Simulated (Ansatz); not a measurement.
Start from GaAs in the zinc blende structure (space group F-43m, No. 216; a = 5.667 Å).

Method: Ansatz (a program for electronic structure), r2SCAN, PAW, cutoff 500 eV, scalar-relativistic without spin-orbit coupling.

One change was made to it. Results:

The lattice parameter a decreases by 0.051 Å, from 5.667 Å to 5.616 Å; the width of the top valence band rises by 0.13 eV, from 3.40 eV to 3.53 eV.

### Question
Name the change that was made.
A) pressure 2.1 GPa
B) pressure 4.5 GPa
C) pressure 22.5 GPa

### Answer
A, pressure 2.1 GPa. For comparison, the lattice parameter a in the other runs: pressure 4.5 GPa gives 5.564 Å; pressure 22.5 GPa gives 5.304 Å.

The levels and masses belong to the bands next to the band gap. Load acts through the strain it causes; cell and atoms are relaxed under it. Stability against distortions was not tested. Measured, GaAs leaves this structure (for a Cmcm phase) near 15 GPa (room temperature; as listed in arXiv:1906.07825).
